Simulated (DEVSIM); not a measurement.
System: illuminated Si n-on-p cell, one wavelength, at 300 K.

Layer 1 from the left is Si, thickness (μm) 0.0830, Nd (cm⁻³) 2.7e18, τn (s) 7.5e-5, τp (s) 9.4e-6, absorption coefficient (cm⁻¹) 280. Layer 2 from the left is Si, thickness (μm) 36.0, Na (cm⁻³) 1e16, τn (s) 0.00015, τp (s) 0.00015, absorption coefficient (cm⁻¹) 280.

Left contact: ohmic, minority hole recombination velocity 700 cm/s. Right contact: ohmic, minority electron recombination velocity 3e6 cm/s. Voltage is applied to the left contact. Recombination: SRH at mid-gap, radiative, Auger. Light enters at the left, 1.3e18 photons cm⁻² s⁻¹, one pass, no reflection. Mobility is μmin + (μ − μmin)/(1 + (N/Nref)^α).

This is a model device: material constants are rounded textbook-type values typed into the input, and sizes, dopings and lifetimes were drawn at random. Values at 300 K.

Si: gap (eV) 1.124, affinity (eV) 4.05, permittivity 11.7, Nc (cm⁻³) 2.86e19, Nv (cm⁻³) 3.1e19, μn (cm²/Vs) 1417, μp (cm²/Vs) 470, μn,min 52, μp,min 45, Nref,n 9.7e16, Nref,p 2.2e17, αn 0.68, αp 0.72, B (cm³/s) 4.7e-15, Cn (cm⁶/s) 2.8e-31, Cp (cm⁶/s) 9.9e-32.

Model (solved in DEVSIM): 1D drift-diffusion, Boltzmann statistics, complete ionisation; no tunnelling, impact ionisation, image-force lowering or self-heating.

Dark forward current:

| |V| (V) | |J| (A/cm²) |
|---|---|
| 0.05 | 1.219e-10 |
| 0.10 | 8.423e-10 |
| 0.15 | 5.524e-9 |
| 0.20 | 3.709e-8 |
| 0.25 | 2.532e-7 |
| 0.30 | 1.741e-6 |
| 0.35 | 1.201e-5 |
| 0.40 | 8.298e-5 |
| 0.45 | 0.0005736 |
| 0.50 | 0.003965 |
| 0.55 | 0.02738 |
| 0.60 | 0.1882 |
| 0.65 | 1.253 |
| 0.70 | 7.297 |
| 0.75 | 32.67 |
| 0.80 | 114.9 |
| 0.85 | 346.9 |
| 0.90 | 942.5 |
| 0.95 | 2229 |

### Question
Work out the local ideality factor n = ΔV / (kT/q · ln(J2/J1)) between the rows 0.15 and 0.20 V, 0.40 and 0.45 V, 0.90 and 0.95 V.

### Answer
kT/q = 25.85 mV. From 0.15 to 0.20 V: ln(3.709e-8/5.524e-9) = 1.904, n = 1.02, near the 1 of diffusion or emission over a barrier. From 0.40 to 0.45 V: ln(0.0005736/8.298e-5) = 1.933, n = 1.00, near the 1 of diffusion or emission over a barrier. From 0.90 to 0.95 V: ln(2229/942.5) = 0.861, n = 2.25.

### Question
What current could the absorbed light give at most, and what share is collected?

### Answer
Σ αd = 1.01, so qΦ(1 − exp(−Σ αd)) = 132 mA/cm². The simulated short-circuit current is 78.35 mA/cm², a share of 0.59.

### Question
Estimate the open-circuit voltage by superposition: the voltage at which the dark current equals that short-circuit current.

### Answer
Interpolating ln J in the table gives 0.577 V. The simulation gives 0.577 V, the same within the digits that matter. Superposition holds where collection doesn't change with voltage.

### Question
Estimate the fill factor from FF0 = (v − ln(v + 0.72))/(v + 1), v = qVoc/(nkT), with n from the dark curve.

### Answer
The rows about Voc, 0.55 and 0.60 V, give n = 1.00, so v = 22.2 and FF0 = 0.822. The simulation gives 0.820, the same within the digits that matter.
